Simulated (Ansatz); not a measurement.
An Ansatz (a first-principles code) input (Ansatz, PBEsol, PAW, cutoff 420 eV, no SOC):

Ansatz 0.2 input:
```yaml
crystal:
  lattice:
    - [4.118883136, 0, 0]
    - [0, 4.118883136, 0]
    - [0, 0, 4.118883136]
  atoms:
    - { symbol: Hf, position: [0.5, 0.5, 0.5] }
    - { symbol: Pb, position: [0, 0, 0] }
    - { symbol: O, position: [0, 0.5, 0.5] }
    - { symbol: O, position: [0.5, 0, 0.5] }
    - { symbol: O, position: [0.5, 0.5, 0] }
basis: { ecutwfc: 420, ecutrho_ratio: 4, xc_grid: 2, fft_grid_basis: typed }
kpoints: { mp_grid: { grid: [8, 8, 8] } }
hamiltonian:
  xc: pbesol
  dispersion: none
  pseudopotentials: { kind: paw }
scf: { occupations: { method: fermi_dirac, width: 0.05 }, convergence: { dr2_threshold: 0.0000000005 } }
output: { forces: true, stress: true }
```

Problem. Which symmetry and how many k-points will the program report, and about how many plane waves at Γ?

Solution. Space group Pm-3m (ITA 221) with 48 operations, k-points 35 of 512, and 1357 plane waves at Γ.

Whether these cells are dynamically stable was not tested. The cell is HfPbO3 in the cubic perovskite structure (space group Pm-3m, No. 221; a cell from a computed database, its experimental status unchecked). Many cubic perovskites are stable only at high temperature; tilts and polar distortions were not tested.
